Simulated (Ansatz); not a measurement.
P on the N site in wurtzite GaN: one set of geometries, relaxed with PBE, evaluated in Ansatz (PAW, plane waves to 420 eV, 500 eV under r2SCAN) with PBE, r2SCAN.

Details: 96-site cell; 2×2×2 shifted k-points; start: the N site; finite-size errors of tenths of an eV; flagged in the runs: a host whose relaxation on this sampling wasn't shown to rest, a strain field that reaches the edge of the cell.

```csv
quantity,PBE,r2SCAN
host gap (eV),1.71,[?]
ε(+1/0) above the VBM (eV),not bound,not settled
"neutral formation energy against N2 molecule in a box, black phosphorus (eV)",1.99,[?]
```

**Question.** Given the lower rungs, what does r2SCAN give?

**Answer.** 
- host gap (eV), r2SCAN: 2.12
- neutral formation energy against N2 molecule in a box, black phosphorus (eV), r2SCAN: 1.87

"Not bound" means that the carrier spreads over host band states in this cell; a shallow level, bound over tens of ångströms, can't be resolved here.

Ansatz is a program for electronic structure.
